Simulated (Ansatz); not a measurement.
The reference is TaN in the rock salt structure (space group Fm-3m, No. 225; a = 4.3760 Å; relaxed with 0.1 eV smearing). Axes: x, y, z lie along the cube axes.

Calculations: plane-wave PAW DFT at the PBEsol level (Ansatz, a quantum-chemistry and plane-wave program, 420 eV), no spin-orbit coupling.

Strains are applied to the cell and any free atomic positions relax; under biaxial strain the out-of-plane vector relaxes too.

One change was made to it. Results:

| quantity | base | after |
|---|---|---|
| energy relative to the base (free energy F) | 0 meV/atom | +108 meV/atom |
| pressure (mean of the normal stresses, compression positive) | 0.0 GPa | 29.2 GPa |

Task: Which change produced these results?
A. biaxial strain −4.05 %, plane normal [001], relaxed out of plane
B. isotropic strain −0.75 %
C. isotropic strain −2.47 %

Result: A, biaxial strain −4.05 %, plane normal [001], relaxed out of plane. For comparison, the energy relative to the base in the other runs: isotropic strain −2.47 % gives +70 meV/atom; isotropic strain −0.75 % gives +6.1 meV/atom.

No phonon test of stability was made. The final runs are not spin-polarised. This is not the structure that TaN has at room temperature and ambient pressure.
